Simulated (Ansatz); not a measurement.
Take ZnS in the wurtzite structure (space group P6_3mc, No. 186; a = 3.845 Å, c = 6.306 Å) as the base.

All numbers come from Ansatz (a program for electronic structure) PBE, spin-orbit coupling left out, earlier PAW set.

For the base:

| Quantity | Result |
|---|---|
| Electron mass | 0.16 mₑ along c, 0.18 mₑ across (at Γ) |

One thing is altered: an isotropic linear strain of −2.37 %, atoms relaxed at fixed cell.

Question: Estimate the effect on the mean gap deformation potential ΔEg/Δln V.

Answer: The mean gap deformation potential ΔEg/Δln V amounts to -4.5 eV.

Question: What does the calculation give for the energy relative to the base after the change?

Answer: The energy increases by 24 meV/atom.

Question: What happens to the electron mass?

Answer: The electron mass becomes 0.17 mₑ along c, 0.19 mₑ across (at Γ) (base: 0.16 mₑ along c, 0.18 mₑ across (at Γ)).

Effective masses come from finite differences of ±0.01 Å⁻¹. Stability against distortions was not tested.
